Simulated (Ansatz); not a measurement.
# What uniaxial strain ε_zz = −4.46 % does to HfSi2

Start from HfSi2 (space group Cmcm, No. 63; a = 3.650 Å, b = 14.350 Å, c = 3.635 Å). Axes: x, y, z lie along a, b, c of the conventional cell.

It is then changed as follows: the cell is compressed by 4.46 % along z with no lateral relaxation, atoms relaxed at fixed cell.

Calculations: PBEsol, PAW, 420 eV (Ansatz, a first-principles code; scalar-relativistic without spin-orbit coupling). k-mesh 13×13×13 (Γ-centred); smearing 0.05 eV (Fermi–Dirac).

| quantity | base | changed | shift |
|---|---|---|---|
| volume per atom | 15.87 Å³ | 15.16 Å³ | -0.71 Å³ |
| space group | Cmcm (No. 63) | Cmcm (No. 63) | – |
| shortest interatomic distance | 2.412 Å | 2.364 Å | -0.0474 Å |
| energy relative to the base (free energy F) | 0 meV/atom | +31 meV/atom | +31 meV/atom |
| pressure (mean of the normal stresses, compression positive) | 0.0 GPa | 8.2 GPa | +8.2 GPa |
| band gap | zero | zero | – |
| largest internal atomic displacement | – | 0.021 Å | – |
| stress (xx, yy, zz, yz, xz, xy; compression positive) (rough) | – | (5.9, 3.9, 14.7, 0.0, 0.0, 0.0) GPa | – |

Cost of the whole job for the changed cell (relaxation, final SCF and bands): about 9 core-minutes (a rough figure).

Without a gap, meshes like the base's 13×13×13 leave anisotropic stresses uncertain by several tenths of a GPa, and small strain energies with them. Whether these cells are dynamically stable was not tested. The final runs are not spin-polarised.
